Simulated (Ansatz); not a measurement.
Consider NaI in the rock salt structure (space group Fm-3m, No. 225; a = 6.460 Å). Axes: x, y, z lie along the cube axes.

All numbers come from r2SCAN, PAW, 500 eV (Ansatz, an electronic-structure program; spin-orbit coupling left out).

Free-standing slabs (2 atom(s) a layer) normal to the z axis with 15 Å of vacuum; in-plane cell held at bulk.

One change was made to it. Results:

```csv
quantity,base,after
gap character,–,"indirect, X → Γ"
band gap,4.45 eV,4.49 eV
```

Question: Name the change that was made.
(A) 2 layers
(B) 1 layer
(C) 4 layers
(D) 3 layers

Answer: B, 1 layer. For comparison, the band gap in the other runs: 3 layers gives 4.57 eV; 4 layers gives 4.54 eV; 2 layers gives 4.65 eV.

With I present, leaving out spin-orbit coupling can change the band edges. Stability against distortions was not tested. k-point labels follow each cell's own Brillouin zone.
